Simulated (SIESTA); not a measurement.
Convergence study of the k-point mesh at a smearing width of 0.05 eV for ZrSc (P3m1, 2 atoms in the cell)

```
CELL_PARAMETERS angstrom
      3.29926     0.00000     0.00000
     -1.64963     2.85725     0.00000
      0.00000     0.00000     5.18079
ATOMIC_POSITIONS crystal
  Zr 0.66667 0.33333 0.00965
  Sc 0.00000 0.00000 0.50000
```

Method: SIESTA 5.4.2 with LDA PW92, numerical atomic orbitals DZP, PseudoDojo LDA standard norm-conserving potentials (rewritten from UPF to PSML).

Base settings: XC.functional = LDA; XC.authors = PW92; potentials = PseudoDojo LDA standard; PAO.BasisSize = DZP; PAO.EnergyShift = 0.01 Ry; MeshCutoff = 400 Ry; kgrid.MonkhorstPack = 6 6 3; OccupationFunction = FD; ElectronicTemperature = 1160.45 K; MaxSCFIterations = 150.

In this ladder: ElectronicTemperature = 580.23 K.

The second cell is the first with its lattice scaled by 0.98.

Only quantities that move along the ladder and can be compared are tabulated.

Core times come from one kind of shared machine, to one figure; runs under 30 s give none.

The starting cell comes from a database of computed structures (which also holds hypothetical and non-ambient phases and stackings), without a prior relaxation at this level. Its lattice was rescaled by up to half a per cent. One atom was moved a little off its site on purpose. Values carry the incompleteness of an atom-centred basis. In the base run, with a pressure of about -9 GPa the cell is away from its equilibrium volume at this level. Without a gap this mesh is coarse (it stands for a supercell whose shortest vector is 16 Å).

Steps (kgrid.MonkhorstPack): 4 4 3; 5 5 3; 6 6 4; 7 7 4; 9 9 5; 10 10 6; 13 13 7; 15 15 9; 18 18 10; 22 22 13.

Q: What is the coarsest kgrid.MonkhorstPack that holds the energy of the compressed cell less the first within 0.2 meV/atom of the last step, with all finer ones?

A: 13 13 7, at about 0.2 of the last step's time; the step before is off by 0.23 meV/atom.

Q: What is the coarsest kgrid.MonkhorstPack that holds the free energy within 5 meV/atom of the last step, with all finer ones?

A: 6 6 4; the step before is off by 8.5 meV/atom.

Q: What is the coarsest kgrid.MonkhorstPack that holds the pressure within 0.1 GPa of the last step, with all finer ones?

A: 7 7 4; the step before is off by 0.13 GPa.

| kgrid.MonkhorstPack | free energy less the last step's (meV/atom) | energy of the compressed cell less the first (meV/atom) | pressure (GPa) | largest difference of a force vector from the last step's (eV/Å) | core time / last (rough) |
|---|---|---|---|---|---|
| 4 4 3 | 8.21 | -57.12 | -8.34 | 0.035 | – |
| 5 5 3 | -8.51 | -63.37 | -9.01 | 0.032 | – |
| 6 6 4 | -2.55 | -65.45 | -9.19 | 0.006 | – |
| 7 7 4 | 2.44 | -63.76 | -9.00 | 0.019 | – |
| 9 9 5 | -0.52 | -64.24 | -9.07 | 0.003 | – |
| 10 10 6 | 0.34 | -63.99 | -9.04 | 0.001 | – |
| 13 13 7 | -0.49 | -64.24 | -9.07 | 0.002 | 0.2 |
| 15 15 9 | 0.17 | -64.12 | -9.05 | 0.000 | 0.6 |
| 18 18 10 | 0.03 | -64.27 | -9.06 | 0.000 | 0.5 |
| 22 22 13 | 0.00 | -64.22 | -9.06 | 0.000 | 1 |

The energy difference between the two cells stays within 1 meV/atom of the last step's from 7 7 4 on, the total only from 9 9 5 on: much of the error is common to both cells and cancels.
